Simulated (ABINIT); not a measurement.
Troubleshooting ABINIT: a failed run on Li2B (P-3m1, 3 atoms in the cell). The aim is a self-consistent single point with DFT, PBEsol, plane waves, PAW (JTH v2.0 PBE PAW, files made for PBE).

Cell that was meant: a = 3.8688 Å, b = 3.8688 Å, c = 2.0527 Å, α = 90.00°, β = 90.00°, γ = 120.00°.

Part of the input:

```
         0.3333333333    0.6666666667    0.9939000000
         0.6666666667    0.3333333333    0.0061000000
         0.0000000000    0.0000000000    0.5000000000
spgroup 225
ecut 20
pawecutdg 40
pawxcdev 0
```

Log, with long lists cut:

```
  added one more symmetry : nogen_new=          21
 21    0  0  1  0 -1  0  1  0  0    0.00E+00    0.00E+00    0.00E+00  1
  added one more symmetry : nogen_new=          22
 22    0  0 -1  0  1  0  1  0  0    0.00E+00    0.00E+00    0.00E+00  1
  added one more symmetry : nogen_new=          23
   [... lines left out ...]
 24   -1  0  0  0  0  1  0  1  0    0.00E+00    0.00E+00    0.00E+00  1
  bldgrp : exit with            24  operation symmetries
 Matrix rprimd :
  7.31091563E+00  2.57000000E-08  0.00000000E+00
 -3.65545784E+00  6.33143865E+00  0.00000000E+00
  0.00000000E+00  0.00000000E+00  3.87898412E+00
 Matrix rmet :
  5.34494873E+01 -2.67247437E+01  0.00000000E+00
 -2.67247437E+01  5.34494873E+01  0.00000000E+00
  0.00000000E+00  0.00000000E+00  1.50465178E+01
 Matrix rprimd_sym :
 -3.65545784E+00  6.33143865E+00  0.00000000E+00
  0.00000000E+00  0.00000000E+00  3.87898412E+00
  7.31091563E+00  2.57000000E-08  0.00000000E+00
 Matrix rmet_sym :
  5.34494873E+01  0.00000000E+00 -2.67247437E+01
  0.00000000E+00  1.50465178E+01  0.00000000E+00
 -2.67247437E+01  0.00000000E+00  5.34494873E+01
 Matrix rmet_sym-rmet :
  5.11164444E-10  2.67247437E+01 -2.67247437E+01
  2.67247437E+01 -3.84029695E+01  0.00000000E+00
 -2.67247437E+01  0.00000000E+00  3.84029695E+01

--- !ERROR
src_file: m_symtk.F90
src_line: 847
mpi_rank: 0
message: |
    The symmetry operation number 2 does not preserve
    vector lengths and angles.
    The value of the square root of residual is:   7.6200E+01  that is greater than threshold:  3.4336E-03
    Action: modify rprim, acell and/or symrel so that
    vector lengths and angles are preserved.
    Beware, the tolerance on symmetry operations is very small.
...

 abinit_abort: decision taken to exit. Check above messages for more info
Abort(13) on node 0 (rank 0 in comm 0): application called MPI_Abort(MPI_COMM_WORLD, 13) - process 0

--- !ERROR
src_file: m_symtk.F90
src_line: 847
mpi_rank: 0
message: |
    The symmetry operation number 2 does not preserve
    vector lengths and angles.
    The value of the square root of residual is:   7.6200E+01  that is greater than threshold:  3.4336E-03
    Action: modify rprim, acell and/or symrel so that
    vector lengths and angles are preserved.
    Beware, the tolerance on symmetry operations is very small.
...
```

**Question.** From the messages shown, name the fault and mend the input.

**Answer.** The fault is a symmetry setting or precision that does not fit the structure; here the program stops on it instead of giving results. To fix it, let the typed structure, the tolerance and any stated group agree. The program stopped before any SCF iteration.

The sound input it was made from differs as follows (other fixes are possible):
```diff
-spgroup 225
```

With that input, the run converged in 9 iterations: free energy E − TS -482.53 eV; Fermi level (on the code's own zero) 2.90 eV; pressure -2.05 GPa; largest force (vector length) 0.016 eV/Å (DFT, PBEsol, plane waves, PAW (JTH v2.0 PBE PAW, files made for PBE)).

On the sound input: the starting cell comes from a database of computed structures (which also holds hypothetical and non-ambient phases and stackings), without a prior relaxation at this level. The potentials were made for another functional than the one used.
